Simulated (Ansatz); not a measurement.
The structure below was relaxed with r2SCAN (Ansatz, a first-principles code), no spin-orbit coupling.

Space group R-3m, hexagonal axes (No. 166); a = b = 3.093 Å, c = 19.452 Å, α = β = 90.00°, γ = 120.00°

```json
[
 {"atom": "C", "site": "3a", "symmetry": "-3m", "x": "0.0000", "y": "0.0000", "z": "0.0000"},
 {"atom": "Ge", "site": "3b", "symmetry": "-3m", "x": "0.0000", "y": "0.0000", "z": "0.5000"},
 {"atom": "Ti", "site": "6c", "symmetry": "3m", "x": "0.0000", "y": "0.0000", "z": "0.2745"}
]
```

Q: Write out a cell with all atoms.

A: 
```xyz
12
Lattice="3.0930 0.0000 0.0000 -1.5465 2.6786 0.0000 0.0000 0.0000 19.4524" Properties=species:S:1:pos:R:3 pbc="T T T"
C      0.0000     0.0000     0.0000
Ge     1.5465     0.8929    16.2103
Ti     0.0000     1.7858    18.3077
Ti     0.0000     0.0000    14.1129
C      1.5465     0.8929     6.4841
Ge     0.0000     1.7858     3.2421
Ti     0.0000     0.0000     5.3395
Ti     1.5465     0.8929     1.1447
C      0.0000     1.7858    12.9683
Ge     1.5465     2.6786     9.7262
Ti     1.5465     0.8929    11.8236
Ti     0.0000     1.7858     7.6288
```
This is the conventional cell.

These are small ordered cells, not random alloys; other orderings at the same x differ. Whether these cells are dynamically stable was not tested. The final runs are not spin-polarised. The cell was made from TiC by this change: x(Ge) = 0.5, 4 atoms, R-3m. Under x(Ge) = 0.5, 4 atoms, R-3m the cell changed shape so far that it is another structure.
